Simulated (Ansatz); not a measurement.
The starting structures come from a database of crystals and need not be the phases stable at ambient conditions.

Crystal: AuCl (I4_1/amd, not sure to be the ambient phase, 8 atoms a cell, 24.8 Å³ an atom); planes in its conventional cell.

These are r2SCAN (plane waves, PAW; Ansatz, a first-principles code) values and carry that method's errors.

No gap correction and no spin-orbit coupling; mid-gap values are interpolated between computed energies.

```
plane  area of the cell (Å²)  mid-gap κ (1/Å)  largest κ in the gap (1/Å)
-----  ---------------------  ---------------  --------------------------
(001)                   46.7             0.14                        0.14
(100)                   58.2       (withheld)                  (withheld)
(110)                   41.1       (withheld)                  (withheld)
```

Task: The slowest decay depends on the direction. Supply the withheld values.

Result: 
- (100), mid-gap κ (1/Å): 0.18
- (100), largest κ in the gap (1/Å): 0.19
- (110), mid-gap κ (1/Å): 0.17
- (110), largest κ in the gap (1/Å): 0.18
